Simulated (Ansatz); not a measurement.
**Evanescent states of BAs (F-43m, zinc blende, 2 atoms a cell, 14.0 Å³ an atom, -3 GPa at this level) along the normal of (111)**

Calculation: r2SCAN (plane waves, PAW; Ansatz, a quantum-chemistry and plane-wave program).

The gap is the functional's own, uncorrected, and κ follows it; spin-orbit coupling is left out. Mid-gap values are interpolated between the computed energies.

Energies count from the valence-band top; κ is the least over a 12×12 mesh across the current.

| E (eV) | κ (1/Å) | where |
|---|---|---|
| 0.04 | 0.032 | Γ |
| 0.12 | 0.055 | Γ |
| 0.20 | 0.070 | Γ |
| 0.28 | 0.082 | Γ |
| 0.36 | (withheld) | Γ |
| 0.44 | (withheld) | Γ |
| 0.52 | (withheld) | Γ |
| 0.60 | (withheld) | Γ |
| 0.68 | (withheld) | Γ |
| 0.76 | (withheld) | Γ |
| 0.84 | (withheld) | Γ |
| 0.92 | (withheld) | Γ |
| 1.00 | (withheld) | Γ |
| 1.08 | (withheld) | Γ |
| 1.16 | 0.128 | off Γ |
| 1.24 | 0.107 | off Γ |
| 1.32 | 0.079 | off Γ |
| 1.40 | 0.022 | off Γ |

Q: Some entries are withheld; supply them.

A: 
- 0.36, κ (1/Å): 0.092
- 0.44, κ (1/Å): 0.101
- 0.52, κ (1/Å): 0.108
- 0.60, κ (1/Å): 0.115
- 0.68, κ (1/Å): 0.121
- 0.76, κ (1/Å): 0.126
- 0.84, κ (1/Å): 0.131
- 0.92, κ (1/Å): 0.136
- 1.00, κ (1/Å): 0.140
- 1.08, κ (1/Å): 0.143
